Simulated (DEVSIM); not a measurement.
Device: Si p+/n-/n+ power diode, at 250 K.

Layer 1 from the left is Si, thickness (μm) 1.50, Na (cm⁻³) 4.3e18, τn (s) 5.5e-7, τp (s) 5.5e-7. Layer 2 from the left is Si, thickness (μm) 33.0, Nd (cm⁻³) 1.2e15, τn (s) 5.5e-7, τp (s) 5.5e-7. Layer 3 from the left is Si, thickness (μm) 1.40, Nd (cm⁻³) 2.4e18, τn (s) 5.5e-7, τp (s) 5.5e-7.

Left contact: ohmic. Right contact: ohmic. Voltage is applied to the left contact. Recombination: SRH at mid-gap, radiative, Auger. Mobility is μmin + (μ − μmin)/(1 + (N/Nref)^α).

Constants are typed, rounded textbook-type inputs, not results; the design itself was drawn at random and stands for no fabricated device. Values at 300 K; Nc and Nv go as T^1.5, mobilities as T to minus their exponent, the gap by Varshni's rule with the affinity fixed.

Si: gap (eV) 1.124, affinity (eV) 4.05, permittivity 11.7, Nc (cm⁻³) 2.86e19, Nv (cm⁻³) 3.1e19, μn (cm²/Vs) 1417, μp (cm²/Vs) 470, μn,min 52, μp,min 45, Nref,n 9.7e16, Nref,p 2.2e17, αn 0.68, αp 0.72, T exponent of μn 2.3, T exponent of μp 2.2, B (cm³/s) 4.7e-15, Cn (cm⁶/s) 2.8e-31, Cp (cm⁶/s) 9.9e-32, Varshni α (eV/K) 0.000473, Varshni β (K) 636.

Simulated with DEVSIM: 1D drift-diffusion, Boltzmann statistics, complete ionisation; no tunnelling, impact ionisation, image-force lowering or self-heating.

Task: What does the simulation give for the potential step across the device at zero bias, the dark forward voltage at 1 A/cm², the dark forward voltage at 100 A/cm²?

Result: potential step across the device at zero bias 1.052 V; dark forward voltage at 1 A/cm² 0.744 V; dark forward voltage at 100 A/cm² 0.920 V.
